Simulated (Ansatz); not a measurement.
# ZnS: pressure series

Start from ZnS in the wurtzite structure (space group P6_3mc, No. 186).

```xyz
4
Lattice="3.7823 0.0000 0.0000 -1.8912 3.2756 0.0000 0.0000 0.0000 6.2079" Properties=species:S:1:pos:R:3 pbc="T T T"
Zn     1.8912     1.0919     6.2059
Zn     0.0000     2.1837     3.1019
S      1.8912     1.0919     3.8832
S      0.0000     2.1837     0.7792
```

Cell and atoms are relaxed at each pressure.

Computed with PBEsol (Ansatz, a first-principles code), scalar-relativistic without spin-orbit coupling, earlier PAW set.

```tsv
variant	gap character	band gap	width of the top valence band
base	direct at Γ	2.15 eV	2.23 eV
pressure −2 GPa	direct at Γ	2.03 eV	2.14 eV
pressure −1 GPa	direct at Γ	2.09 eV	2.19 eV
pressure 1.8 GPa	direct at Γ	2.24 eV	2.31 eV
pressure 4.2 GPa	direct at Γ	2.36 eV	2.41 eV
pressure 9 GPa	direct at Γ	2.56 eV	2.58 eV
pressure 18 GPa	direct at Γ	2.84 eV	2.86 eV
pressure 30 GPa	[?]	[?]	[?]
pressure 45 GPa	indirect, Γ → K	2.40 eV	3.57 eV
pressure 60 GPa	indirect, Γ → K	1.77 eV	4.01 eV
```

### Question
Complete the table.

### Answer

- pressure 30 GPa, gap character: indirect, Γ → L–M (33 % along)
- pressure 30 GPa, band gap: 2.91 eV
- pressure 30 GPa, width of the top valence band: 3.18 eV

Load acts through the strain it causes; cell and atoms are relaxed under it. Stability against distortions was not tested. Tetrahedral semiconductors of this kind turn to denser phases somewhere between about 1 and 50 GPa; those were not computed, so compressed cells here can lie past the real transition.
